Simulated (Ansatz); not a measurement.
# Rh on the Cu site (Rh_Cu) (fcc Cu host)

The numbers are results of PBE, PAW (plane waves to 420 eV; Ansatz, a program for electronic structure), not measurements. Details: 32-site cell; 6×6×6 shifted k-points; start: the Cu site; no Hubbard U; not converged in cell size; the relaxation kept the symmetry of the starting site.

Neighbours after relaxation, in Å: of the Rh atom: Cu 2.59, Cu 2.59, Cu 2.59, Cu 2.59, Cu 2.59, Cu 2.59, Cu 2.59, Cu 2.59 (the shell may go on).

Formation energies E_f are those of the neutral cell. Chemical conditions: host crystal and elements as references (Δμ(Cu) = 0.00 eV, Δμ(Rh) = 0.00 eV; Rh taken from its element, since no compound that bounds it was computed at this level; only phases computed here count, gases as isolated molecules at 0 K). Reference phases: Cu: fcc Cu, Rh: fcc Rh.

| charge | moment (μB) | point group | largest move off a lattice site (Å) | E_f, host crystal and elements as references (eV) |
|---|---|---|---|---|
| 0 | not spin-polarised | Oh | 0.02 | 0.01 |

Point groups are those of the whole cell at tolerances of 0.03 and 0.1 Å ("near" where only the looser one holds); none is given for unsettled states.

All states together cost roughly 9 core-minutes.
